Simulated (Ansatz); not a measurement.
Hexagonal WC, relaxed in Ansatz (plane waves) with several semilocal functionals. Each gives its own volume and its own bulk modulus:

```
level         V0 (Å³/atom)  bulk modulus B0 (GPa)   ln V0   ln B0
------------  ------------  ---------------------  ------  ------
LDA                 10.127                  421.0  2.3152  6.0426
PBEsol              10.287                  406.2  2.3309  6.0068
PBE-D4              10.340                  399.2  2.3360  5.9895
r²SCAN-D4           10.360                  406.5  2.3380  6.0076
r²SCAN+rVV10        10.363                  407.0  2.3382  6.0088
BLYP                10.887                  346.5  2.3876  5.8479
```

Question: Fit a straight line to ln B0 against ln V0. What does it predict for PBE, whose volume is 10.525 Å³/atom?

Answer: With x = ln V0 and y = ln B0: means 2.34098 and 5.98387; Σ(Δx Δy) = -0.008252, Σ(Δx²) = 0.002981, so the slope is -2.77. At x = 2.3538 the line gives y = 5.98387 + (-2.77) × (2.3538 − 2.34098) = 5.9484, or 383.1 GPa. The run with PBE gives 382.6 GPa, -0.1 % from the line. The rows used scatter about it by up to 1.7 %, while the largest value lies 21 % above the smallest. For comparison, PBE's own equation of state has B′ = 4.3, the slope −d ln B/d ln V at a fixed functional; the two needn't agree, since functionals also differ at one volume.

Measured: 384 ± 0.8 GPa (measured, room temperature, no zero-point or thermal correction, adiabatic, ultrasonic, our sources range from 377 to 412; as tabulated in Compression behavior of WC and WC-6%Co up to 50 GPa (OSTI 1006718)).

Ansatz's density-functional and Hartree–Fock values are scalar-relativistic unless marked +SOC, with PAW data made under PBE.

Ansatz is a program for electronic structure.
